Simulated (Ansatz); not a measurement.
**Hypothetical cubic perovskite KMnBr3: isotropic strain −3.33 %**

Base system: KMnBr3 in the cubic perovskite structure (space group Pm-3m, No. 221; a = 5.255 Å; ferromagnetic; a hypothetical phase, not in the database extracts checked).

Now apply this change: the cell is scaled by 0.9667 in all directions, atoms relaxed at fixed cell.

Computed with DFT with PBEsol, PAW potentials and a 420 eV plane-wave cutoff in Ansatz (a program for electronic structure), scalar-relativistic without spin-orbit coupling. Γ-centred 6×6×6 mesh, Fermi–Dirac width 0.05 eV.

The space group remains Pm-3m (No. 221) and the shortest interatomic distance drops by 0.087 Å, from 2.627 Å to 2.540 Å. The energy goes up by 31 meV/atom and the pressure goes from zero to 3.7 GPa. The band gap becomes zero (base: 0.60 eV) and the magnetic state is still ferromagnetic. The largest site moment decreases by 0.155 μB to 4.21 μB.

The mesh was chosen for an insulator and is coarse for the gapless case. Whether these cells are dynamically stable was not tested. No Hubbard U is applied and the magnetic state is the run's own (KMnBr3 ferromagnetic); small cells can't hold the antiferromagnetic order that many such compounds have, so gaps and moments can be off. Where the two band edges lie in opposite spin channels, the gap is a spin-flip gap. Many cubic perovskites are stable only at high temperature; tilts and polar distortions were not tested.
